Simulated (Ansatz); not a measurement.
Structure of amorphous Si24O49Zn (periodic cell):

```yaml
crystal:
  lattice:
    - [10.51761, -0.27573, 0.21322]
    - [-0.27573, 10.14076, -0.12163]
    - [0.21322, -0.12163, 10.44750]
  atoms:
    - { symbol: Si, position: [0.02240, 0.95136, 0.46768] }
    - { symbol: Si, position: [0.06306, 0.44546, 0.63089] }
    - { symbol: Si, position: [0.99010, 0.92659, 0.76540] }
    - { symbol: Si, position: [0.28709, 0.85842, 0.37465] }
    - { symbol: Si, position: [0.93296, 0.00719, 0.05261] }
    - { symbol: Si, position: [0.85175, 0.29789, 0.08515] }
    - { symbol: Si, position: [0.64705, 0.19067, 0.70988] }
    - { symbol: Si, position: [0.57778, 0.34843, 0.10743] }
    - { symbol: Si, position: [0.38504, 0.76926, 0.95443] }
    - { symbol: Si, position: [0.19464, 0.87508, 0.11540] }
    - { symbol: Si, position: [0.56341, 0.83786, 0.46163] }
    - { symbol: Si, position: [0.85276, 0.38578, 0.81303] }
    - { symbol: Si, position: [0.25074, 0.27798, 0.50361] }
    - { symbol: Si, position: [0.67075, 0.58532, 0.50453] }
    - { symbol: Si, position: [0.76778, 0.52990, 0.23099] }
    - { symbol: Si, position: [0.28658, 0.52392, 0.82050] }
    - { symbol: Si, position: [0.29206, 0.63574, 0.19117] }
    - { symbol: Si, position: [0.33319, 0.28906, 0.96583] }
    - { symbol: Si, position: [0.88512, 0.64541, 0.68308] }
    - { symbol: Si, position: [0.32569, 0.32209, 0.23072] }
    - { symbol: Si, position: [0.47888, 0.39694, 0.64032] }
    - { symbol: Si, position: [0.52012, 0.93114, 0.74709] }
    - { symbol: Si, position: [0.26437, 0.07666, 0.73804] }
    - { symbol: Si, position: [0.81287, 0.83894, 0.27648] }
    - { symbol: O, position: [0.95964, 0.34013, 0.70258] }
    - { symbol: O, position: [0.42348, 0.49278, 0.75313] }
    - { symbol: O, position: [0.24095, 0.15825, 0.60673] }
    - { symbol: O, position: [0.58397, 0.87648, 0.61233] }
    - { symbol: O, position: [0.30416, 0.89652, 0.00055] }
    - { symbol: O, position: [0.37861, 0.97684, 0.71566] }
    - { symbol: O, position: [0.25654, 0.93778, 0.24595] }
    - { symbol: O, position: [0.06974, 0.94892, 0.08108] }
    - { symbol: O, position: [0.40970, 0.68257, 0.08480] }
    - { symbol: O, position: [0.92958, 0.16390, 0.09475] }
    - { symbol: O, position: [0.30104, 0.70159, 0.33606] }
    - { symbol: O, position: [0.82964, 0.54112, 0.79138] }
    - { symbol: O, position: [0.50841, 0.25185, 0.68919] }
    - { symbol: O, position: [0.48169, 0.31734, 0.23177] }
    - { symbol: O, position: [0.95297, 0.96220, 0.61729] }
    - { symbol: O, position: [0.28552, 0.47708, 0.21620] }
    - { symbol: O, position: [0.91387, 0.98576, 0.89539] }
    - { symbol: O, position: [0.50784, 0.82389, 0.86460] }
    - { symbol: O, position: [0.26223, 0.42482, 0.93950] }
    - { symbol: O, position: [0.61240, 0.46683, 0.59206] }
    - { symbol: O, position: [0.16468, 0.88835, 0.47432] }
    - { symbol: O, position: [0.98895, 0.57229, 0.58731] }
    - { symbol: O, position: [0.87237, 0.41712, 0.19417] }
    - { symbol: O, position: [0.71987, 0.17256, 0.57325] }
    - { symbol: O, position: [0.55869, 0.67563, 0.45630] }
    - { symbol: O, position: [0.01787, 0.10300, 0.42284] }
    - { symbol: O, position: [0.64629, 0.49623, 0.13747] }
    - { symbol: O, position: [0.61413, 0.05551, 0.79081] }
    - { symbol: O, position: [0.26763, 0.24004, 0.35270] }
    - { symbol: O, position: [0.29178, 0.67737, 0.86383] }
    - { symbol: O, position: [0.82773, 0.92994, 0.14829] }
    - { symbol: O, position: [0.77117, 0.67856, 0.58906] }
    - { symbol: O, position: [0.73756, 0.50913, 0.38344] }
    - { symbol: O, position: [0.12277, 0.36334, 0.51166] }
    - { symbol: O, position: [0.37307, 0.37880, 0.53212] }
    - { symbol: O, position: [0.90568, 0.36817, 0.95364] }
    - { symbol: O, position: [0.95546, 0.76692, 0.76279] }
    - { symbol: O, position: [0.69839, 0.25248, 0.08975] }
    - { symbol: O, position: [0.17097, 0.49939, 0.72574] }
    - { symbol: O, position: [0.80895, 0.68661, 0.21866] }
    - { symbol: O, position: [0.16940, 0.71212, 0.13438] }
    - { symbol: O, position: [0.72542, 0.29255, 0.80430] }
    - { symbol: O, position: [0.93381, 0.85599, 0.37201] }
    - { symbol: O, position: [0.27590, 0.23884, 0.10454] }
    - { symbol: O, position: [0.48737, 0.32823, 0.98221] }
    - { symbol: O, position: [0.13726, 0.98334, 0.77588] }
    - { symbol: O, position: [0.68334, 0.88055, 0.36091] }
    - { symbol: O, position: [0.42922, 0.90169, 0.42553] }
    - { symbol: O, position: [0.29635, 0.18039, 0.85570] }
    - { symbol: Zn, position: [0.88040, 0.16102, 0.51546] }
```

Methods: PBE, scalar-relativistic without spin-orbit coupling (Ansatz, a first-principles code); r2SCAN, scalar-relativistic without spin-orbit coupling (Ansatz); HSE06, scalar-relativistic without spin-orbit coupling (Ansatz). Neutral PBE cell, which sets geometry, pressure and energy: sampling: a 2×2×2 Γ-centred mesh; Fermi-Dirac width 0.02 eV; no spin polarisation. Exact exchange is cut at the faces of this 10 Å cell, which leaves hybrid gaps a finite-size error.

It comes from a melt-quench run on a machine-learned potential (CHGNet), relaxed afterwards by DFT. O atoms were pushed apart under 1.9 Å during the dynamics, to hinder bonds among them. The hot cell started wider than the set density and was brought back towards it in steps. It is the lowest in DFT energy of 2 quenches. It is a model cell: composition and starting density were chosen by hand, and all elements were melted together. No dispersion term was used. Its density started from a set value of 2.27 and ended at 2.27 g/cm³. The simulated quench (nominally 320 K/ps over its main leg) is rapid and tends to freeze in more defects than a deposited or slowly cooled glass has. Values belong to this one cell and scatter from quench to quench. The volume was held where the preparation left it and the shape relaxed.

Question: Give the pressure and the spacing of the highest filled and lowest empty levels.

Answer: 
| Item | Result |
|---|---|
| Pressure on a 2×2×2 Γ-centred mesh | -0.44 GPa |
| Largest force and stress component on that mesh (the relaxation ran on the zone centre alone) | 0.02 eV/Å and 0.4 GPa |
| Level gap on a 2×2×2 Γ-centred mesh (PBE) | 4.63 eV |
| Level gap at the zone centre (PBE) | 4.63 eV |
| Level gap at the zone centre (r2SCAN) | 5.23 eV |
| Level gap at the zone centre (HSE06) | 6.42 eV |
| Distance between the nearest levels spread over more than a fifth of the atoms or a third of the atoms of their main element (six at least) (PBE, zone centre) | 5.05 eV |

Question: At PBE and the zone centre, how localised are the states just below and above the Fermi level (participation number: the atoms over which a state spreads)?

Answer: The highest filled state is spread over 2.7 atoms' worth, largest on O50, with weights by element (charge in smoothed Voronoi cells) O 0.92, Zn 0.05, Si 0.03. The lowest empty state is spread over 23.5 atoms' worth, largest on Zn74, with weights by element (charge in smoothed Voronoi cells) O 0.63, Si 0.20, Zn 0.17.

At PBE the levels at the filled edge of the gap are localised (band-tail or defect states), and the nearest spread-out levels lie 5.0 eV apart at the zone centre.

Cut-offs for bonds: Si-Si 2.60 Å, Si-O 1.90 Å, Si-Zn 2.56 Å, O-O 1.58 Å, O-Zn 2.26 Å, Zn-Zn 2.68 Å. Two cations that share two anions don't count as bonded, nor two that share one unless they lie closer than Si-Si 2.38 Å, Si-Zn 2.49 Å, Zn-Zn 2.61 Å.

Added carriers, by PBE, scalar-relativistic without spin-orbit coupling in Ansatz on the zone centre alone. Charged cells keep the cell fixed and stand in a uniform background, with no image correction, at a width of 0.01 eV; where the count is odd the moment is locked at 1 μB, unless the neutral cell bore moments. Each starts from the undistorted neutral geometry alone. PBE's self-interaction favours spread-out carriers, so it can miss traps that a hybrid finds.

Question: What happens at PBE when the cell takes an extra electron and the atoms relax?

Answer: Relaxation lowers the charged cell by 0.46 eV. The largest moves are Zn74 0.87 Å, O48 0.32 Å, O25 0.20 Å, Si7 0.18 Å. The level that holds the added charge spreads over 3.4 atoms' worth, most on Zn74 (weight 0.52): a localised (trapped) carrier, which neighbours of that atom can share. No bond crosses its cut-off with a change of over 0.15 Å (metal-metal contacts aside). Made neutral again at that geometry, the cell lies +1.13 eV from the neutral start.

Question: What happens at PBE when the cell takes a hole and the atoms relax?

Answer: Relaxation lowers the charged cell by 0.18 eV. The largest moves are Zn74 0.49 Å, O48 0.19 Å, O67 0.19 Å, O25 0.18 Å. The level that was emptied spreads over 6.4 atoms' worth, most on O50 (weight 0.34): a partly localised carrier. Bonds formed: O25-Zn74. Made neutral again at that geometry, the cell lies +0.30 eV from the neutral start.
